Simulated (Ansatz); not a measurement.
The parent structure is W in the bcc (W type) structure (space group Im-3m, No. 229; a = 3.184 Å; relaxed with 0.1 eV smearing). Axes: x, y, z lie along the cube axes.

Calculations: DFT with PBE, PAW potentials and a 420 eV plane-wave cutoff in Ansatz (a program for electronic structure), no spin-orbit coupling.

Perturbation: the cell is scaled by 0.9850 in all directions; the atoms relax in the strained cell.

Task: Predict the stress tensor and what it implies for the stiffness.

Result: Stress of the strained cell less that of the base (GPa, compression positive):
```
   15.1     0.0     0.0
    0.0    15.1     0.0
    0.0     0.0    15.1
```

Then B = −ΔP/(ΔV/V₀) with ΔV/V₀ = -0.0443 gives secant stiffness values (nonlinear terms included at this strain): B ≈ 340 GPa.

As a check, the harmonic strain energy −½ V₀ Δσ:ε is 34 meV/atom; the computed energy rise is 32 meV/atom.

No phonon test of stability was made. The final runs are not spin-polarised.
